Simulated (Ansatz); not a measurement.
CsPbCl3 under a change: uniaxial strain ε_zz = +3.00 %

Consider CsPbCl$_{3}$ in the cubic perovskite structure (space group Pm-3m, No. 221; a = 5.619 Å). Axes: x, y, z lie along the cube axes.

Modification: uniaxial strain ε_zz = +3.00 %, all other strain components held at zero; the atoms relax in the strained cell.

Level of theory: PBEsol/PAW in Ansatz (a program for electronic structure), no spin-orbit coupling. k-mesh 6×6×6 (Γ-centred); smearing 0.05 eV (Fermi–Dirac).

| quantity | base | changed | shift |
|---|---|---|---|
| volume per atom | 35.48 Å³ | 36.54 Å³ | +1.06 Å³ |
| space group | Pm-3m (No. 221) | P4/mmm (No. 123) | – |
| shortest interatomic distance | 2.809 Å | 2.809 Å | 0.000 Å |
| energy relative to the base (free energy F) | 0 meV/atom | +5.2 meV/atom | +5.2 meV/atom |
| pressure (mean of the normal stresses, compression positive) | 0.00 GPa | -0.64 GPa | -0.64 GPa |
| band gap | 1.83 eV | 1.81 eV | -0.02 eV |
| gap character | – | direct at A | – |
| electron mass | – | 0.11 mₑ along z, 0.84 mₑ across (at R) | – |
| stress (xx, yy, zz, yz, xz, xy; compression positive) | – | (-0.23, -0.23, -1.48, 0.00, 0.00, 0.00) GPa | – |

Spin-orbit coupling, missing from the scalar runs, can matter with Pb. Effective masses come from finite differences of ±0.01 Å⁻¹. Whether these cells are dynamically stable was not tested. Many cubic perovskites are stable only at high temperature; tilts and polar distortions were not tested. This is not the structure that CsPbCl3 has at room temperature and ambient pressure. k-point labels follow each cell's own Brillouin zone.
